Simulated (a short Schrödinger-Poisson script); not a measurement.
MOS inversion layer, Si3N4 on p-type GaN

Stack: MOS inversion layer, Si3N4 on p-type GaN, at 300 K.

| layer | material | thickness (nm) | Na (cm⁻³) |
|---|---|---|---|
| 1 | Si3N4 | 5.3 | - |
| 2 | GaN | 920 | 4.6e17 |

The device is made up for the run: typed textbook-type constants, with dimensions and the other settings drawn at random. Si3N4: permittivity 7.5, conduction-band edge (eV) 2, gap (eV) 5.1, electron mass (mₑ) 0.5. GaN: permittivity 9.5, conduction-band edge (eV) 0, gap (eV) 3.43, Nv at 300 K (cm⁻³) 4.6e19.

Channel valleys (confinement mass, in-plane density-of-states mass, number): Γ 0.2, 0.2, 1. At the gate the conduction-band edge of layer 1 lies 2.03 eV − eVg above the Fermi level of the channel; the field vanishes at the back. Gaps are held at their typed values at every temperature. Mesh 0.03 nm at interfaces.

From a short Schrödinger-Poisson script (our own, NumPy): 1D Poisson equation in equilibrium, electrons quantum, Hartree (BenDaniel-Duke, 12 states a valley, the channel's in-plane mass for all, wave functions ending at the dielectric), parabolic valleys, classical holes, full ionisation, no traps, pinning or gate leakage.

```
Vg (V)  electrons (cm⁻²)  C (μF/cm²)  Γ E0 (meV)  Γ E1 (meV)
------  ----------------  ----------  ----------  ----------
0.4               1.61e6      0.0918       364.7       537.7
0.5               5.32e7      0.0909       274.3       449.1
0.6               1.75e9      0.0984       184.1       360.6
0.7              4.54e10       0.274        99.6       278.0
0.8              3.18e11       0.664        47.6       228.3
0.9              7.75e11       0.817        21.7       205.1
1                1.30e12       0.878         5.0       191.1
1.1              1.85e12       0.909        -7.9       181.0
1.2              2.42e12       0.928       -18.8       172.9
1.3              3.00e12       0.941       -28.5       165.8
1.4              3.59e12       0.951       -37.5       159.5
1.5              4.18e12       0.958       -46.0       153.6
1.6              4.78e12       0.964       -54.2       148.1
1.7              5.38e12       0.969       -62.1       142.7
1.8              5.99e12       0.973       -69.9       137.4
1.9              6.59e12       0.976       -77.5           -
2                7.20e12       0.980       -85.1           -
```

Gate voltages with under 1e6 electrons/cm² are left out.

Subbands count from the Fermi level; a dash marks a level above the dielectric's band edge.

In real p-type GaN the Mg acceptor is only partly ionised, and so wide a gap doesn't supply an inversion layer without source and drain.
